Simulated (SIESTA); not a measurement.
**Short convergence ladders for HfAu (P4mm, 4 atoms in the cell)**

```
HfAu
1.0
    3.46644     0.00000     0.00000
    0.00000     3.46644     0.00000
    0.00000     0.00000     6.28892
Hf Au
2 2
Direct
  0.00000   0.50000   0.85953
  0.50000   0.00000   0.14842
  0.00000   0.50000   0.37143
  0.50000   0.00000   0.62857
```

Base method: LDA PW92, numerical atomic orbitals DZP, PseudoDojo LDA standard norm-conserving potentials (rewritten from UPF to PSML) run with SIESTA 5.4.2.

Base settings: XC.functional = LDA; XC.authors = PW92; potentials = PseudoDojo LDA standard; PAO.BasisSize = DZP; PAO.EnergyShift = 0.01 Ry; MeshCutoff = 300 Ry; kgrid.MonkhorstPack = 5 5 3; OccupationFunction = FD; ElectronicTemperature = 100 meV; MaxSCFIterations = 150.

Core times come from one kind of shared machine, to one figure; runs under 30 s give none.

**The k-point mesh**

The second cell is the first with its lattice scaled by 0.98.

Only quantities that move along the ladder and can be compared are tabulated.

| kgrid.MonkhorstPack | free energy less the last step's (meV/atom) | energy of the compressed cell less the first (meV/atom) | pressure (GPa) | largest difference of a force vector from the last step's (eV/Å) | core time / last (rough) |
|---|---|---|---|---|---|
| 2 2 1 | 324.46 | -1.43 | -5.64 | 0.764 | 0.3 |
| 3 3 2 | 19.68 | -31.18 | -9.70 | 0.303 | 0.3 |
| 4 4 3 | -6.05 | -35.13 | -10.12 | 0.100 | 0.3 |
| 5 5 3 | 1.02 | -34.30 | -10.01 | 0.012 | 0.4 |
| 6 6 4 | 0.65 | -32.63 | -9.81 | 0.093 | 0.2 |
| 11 11 6 | 0.00 | -32.90 | -9.84 | 0.000 | 1 |

Coarsest kgrid.MonkhorstPack that holds the free energy within 5 meV/atom of the last step, with all finer ones: 5 5 3, at about 0.4 of the last step's time; the step before is off by 6.0 meV/atom.

Coarsest kgrid.MonkhorstPack that holds the forces within 0.02 eV/Å: not settled: the last two steps still differ by 0.093 eV/Å, over half the tolerance, so the ladder does not show it.

Coarsest kgrid.MonkhorstPack that holds the energy of the compressed cell less the first within 2 meV/atom of the last step, with all finer ones: 5 5 3, at about 0.4 of the last step's time; the step before is off by 2.2 meV/atom.

**The k-point mesh at a smearing width of 0.02 eV**

In this ladder: ElectronicTemperature = 20 meV.

Only quantities that move along the ladder and can be compared are tabulated.

| kgrid.MonkhorstPack | free energy less the last step's (meV/atom) | pressure (GPa) | largest difference of a force vector from the last step's (eV/Å) | core time / last (rough) |
|---|---|---|---|---|
| 4 4 2 | -7.59 | -10.25 | 0.148 | 0.1 |
| 5 5 3 | 2.62 | -10.15 | 0.019 | 0.2 |
| 7 7 4 | -0.95 | -10.01 | 0.047 | 0.2 |
| 10 10 6 | 1.70 | -9.86 | 0.047 | 0.2 |
| 15 15 9 | 0.70 | -9.89 | 0.026 | 0.5 |
| 19 19 10 | 0.00 | -9.89 | 0.000 | 1 |

Coarsest kgrid.MonkhorstPack that holds the free energy within 5 meV/atom of the last step, with all finer ones: 5 5 3, at about 0.2 of the last step's time; the step before is off by 7.6 meV/atom.

Coarsest kgrid.MonkhorstPack that holds the pressure within 0.05 GPa of the last step, with all finer ones: 10 10 6, at about 0.2 of the last step's time; the step before is off by 0.11 GPa.

Coarsest kgrid.MonkhorstPack that holds the forces within 0.01 eV/Å: not settled: the last two steps still differ by 0.026 eV/Å, over half the tolerance, so the ladder does not show it.

**The k-point mesh at a smearing width of 0.3 eV**

In this ladder: ElectronicTemperature = 300 meV.

Only quantities that move along the ladder and can be compared are tabulated.

```tsv
kgrid.MonkhorstPack	free energy less the last step's (meV/atom)	pressure (GPa)	largest difference of a force vector from the last step's (eV/Å)	core time / last (rough)
4 4 2	-4.87	-9.53	0.030	0.1
5 5 3	0.57	-9.33	0.012	0.2
7 7 4	0.06	-9.29	0.002	0.2
10 10 6	0.05	-9.29	0.001	0.3
15 15 9	0.00	-9.29	0.000	0.9
19 19 10	0.00	-9.29	0.000	1
```

Coarsest kgrid.MonkhorstPack that holds the forces within 0.005 eV/Å of the last step, with all finer ones: 7 7 4, at about 0.2 of the last step's time; the step before is off by 0.012 eV/Å.

Coarsest kgrid.MonkhorstPack that holds the pressure within 0.2 GPa of the last step, with all finer ones: 5 5 3, at about 0.2 of the last step's time; the step before is off by 0.24 GPa.

Coarsest kgrid.MonkhorstPack that holds the free energy within 2 meV/atom of the last step, with all finer ones: 5 5 3, at about 0.2 of the last step's time; the step before is off by 4.9 meV/atom.

On the base run: the starting cell comes from a database of computed structures (which also holds hypothetical and non-ambient phases and stackings), without a prior relaxation at this level. Its lattice was rescaled by up to half a per cent. One atom was moved a little off its site on purpose. Values carry the incompleteness of an atom-centred basis. In the base run, with a pressure of about -10 GPa the cell is away from its equilibrium volume at this level. Without a gap this mesh is coarse (it stands for a supercell whose shortest vector is 17 Å).
